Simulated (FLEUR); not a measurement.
# Equation of state of fcc Ag (space group 225): energy against volume (FLEUR, PBE)

```xyz
1
Lattice="0.0000 2.0086 2.0086 2.0086 0.0000 2.0086 2.0086 2.0086 0.0000" Properties=species:S:1:pos:R:3 pbc="T T T"
Ag     0.0000     0.0000     0.0000
```

Level of theory: PBE, all-electron FLAPW (FLEUR), scalar-relativistic valence (FLEUR). Settings: Kmax = 4.56 1/bohr; GmaxXC = 16 1/bohr; xcFunctional = pbe; jspins = 1; l_soc = F; mode = hist; fermiSmearingEnergy = 0.00183747 Htr; mesh (inpgen div1-3) = 24 24 24; inpgen gamma flag = true; Gmax = 16 1/bohr; numbands = 0; maxIterBroyd = 40; imix = Anderson; alpha = 0.05; precondParam = 0; minDistance = 1e-05 me/bohr^3. The cell above is the first row's. The rows scale it uniformly. In all rows the k mesh is held. E is the free energy at the stated smearing, counted from the lowest row.

| V (Å^3/atom) | E (meV/atom) |
|---|---|
| 16.208 | ? |
| 16.561 | 30.92 |
| 16.913 | 15.39 |
| 17.265 | 5.51 |
| 17.618 | 0.59 |
| 17.970 | 0.00 |
| 18.322 | 3.20 |
| 18.675 | 9.73 |
| 19.027 | 19.16 |

**Question.** Using the third-order Birch-Murnaghan form, a cubic in V^(-2/3), estimate the missing E at V = 16.208 from the other rows, showing the fit.

**Answer.** With u = V^(-2/3) - 0.147, the rows have u = 0.006913, 0.004770, 0.002700, 0.000694, -0.001241, -0.003114, -0.004933, -0.006691. Least squares gives E = -0.092 + 594.30·u + 540466·u² + 3246820·u³. Residuals (row less fit): 0.002, -0.002, -0.007, 0.008, 0.003, 0.000, -0.009, 0.005; standard error 0.008 (degrees of freedom: 4). Its minimum lies at u = -0.000553, so V0 = (0.146447)^(-3/2) = 17.84. There d²E/du² = 1070000 and d³E/du³ = 1.948e7, so B0 = (4/9) × 17.84^(-7/3) × 1070000 × 0.160218 = 91.6 GPa (the last factor turns the table's units into GPa), and B0' = 4 + (2/3) × 0.146447 × (1.948e7)/1070000 = 5.8. At the withheld row, u = 0.009140, so E = -0.092 + 594.30 × 0.009140 + 540466 × 0.009140² + 3246820 × 0.009140³ = 52.969 meV/atom. The calculation gives 52.92 meV/atom, 0.049 meV/atom below the prediction (0.1 % of the range of E in the table). The row lies outside the fitted rows, so this is an extrapolation. From the scatter of the fitted rows alone, a prediction at this place has a standard error of 0.022 meV/atom, so the miss is 2.2 times that.

Carrying the step between the two nearest rows on in a straight line would have given 46.49, off by 6.43; series whose last step already gives the withheld value aren't shown. The scan was laid around a cell of about the measured size, scaled by a guess for this functional. Values depend on the basis (sphere radii, cutoffs, local orbitals), which need not be converged. Cutoffs and mesh are single choices, not tested for convergence of this quantity. Series with a scatter that would blur these digits, or in which a gap closes, are not shown. Nor are scans whose minimum lies at an end fitted in this form.
